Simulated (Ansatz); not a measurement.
**Variants of one calculation on KReO4 (I4_1/a, 12 atoms in the cell)**

```xyz
12
Lattice="-2.9048 2.9048 6.4989 2.9048 -2.9048 6.4989 2.9048 2.9048 -6.4989" Properties=species:S:1:pos:R:3 pbc="T T T"
K      0.0000     0.0000     0.0000
K      0.0000     2.9048     3.2495
Re     2.9048     0.0000     3.2495
Re     0.0000     0.0000     6.4989
O      4.1916     0.6791     2.2408
O     -0.6791     1.2868     5.4903
O      1.6180    -0.6791     2.2408
O      3.5839     1.6180    -1.0086
O      1.6180     2.2257     1.0086
O      3.5839    -1.2868     4.2581
O      1.2868     0.6791     7.5075
O      2.2257     1.2868     4.2581
```

Base run A: PBEsol, default PAW files made with PBE (Ansatz, an electronic-structure program), self-consistent single point.

Its settings: kpoints.mp_grid.grid = 5 5 5; hamiltonian.xc = pbesol; hamiltonian.pseudopotentials = {kind: paw} (the program's default PAW files); scf.occupations.method = cold; scf.occupations.width = 0.0073 Ry.

The starting cell comes from a database of published, mostly measured structures (it also holds non-ambient and calculated ones), without a prior relaxation at this level. Its lattice was rescaled by a random factor within 2.5 % of one. Spin-orbit coupling is off. In the base run, with a pressure of about -7 GPa the cell is away from its equilibrium volume at this level. In the base run, forces exceed 1 eV/Å. Ansatz's pressure includes its estimate of the finite-basis (Pulay) stress.

ΔF is the free energy per atom less that of run A. A dash stands where there is no value to compare (another energy zero or no entropy term, no result, no spin, no clean gap, or a mesh too coarse for one). Absolute energies have different zeros for different potentials, functionals, Hubbard and dispersion terms and are not compared across them.

Runs:
- B: 1 x 2 x 1 supercell, mesh divided and rounded up; kpoints.mp_grid.grid: 5 5 5 → 5 3 5
- C: kpoints.mp_grid.grid: 5 5 5 → 2 2 2
- D: hamiltonian.xc: pbesol → lda [LDA (PW92)]
- E: scf.mixing.algorithm: default (the program chose MSR1) → anderson; scf.mixing.beta: default → 0.7
- F: scf.mixing.algorithm: default (the program chose MSR1) → anderson

```
run  ΔF (meV/atom)  pressure (GPa)  largest force (eV/Å)  gap on the mesh (eV)  k-points  valence electrons
---  -------------  --------------  --------------------  --------------------  --------  -----------------
A             0.00           -7.01                 1.726                 3.902        21                 96
B             0.01           -7.01                 1.726                 3.902        38                192
C             0.02           -7.01                 1.726                 3.909         4                 96
D                –          -10.05                 1.998                 3.842        21                 96
E             0.00           -7.01                 1.726                 3.902        21                 96
F             0.00           -7.01                 1.726                 3.902        21                 96
```

Run D against A: The pressure goes from -7.01 to -10.05 GPa, the largest force goes from 1.726 to 1.998 eV/Å and the gap on the mesh goes from 3.902 to 3.842 eV.

Run B against A: The free energy stays essentially unchanged (within 1 meV/atom), the pressure stays at -7.01 GPa, the largest force stays at 1.726 eV/Å and the gap on the mesh stays at 3.902 eV.

Keys are those of Ansatz 0.2.
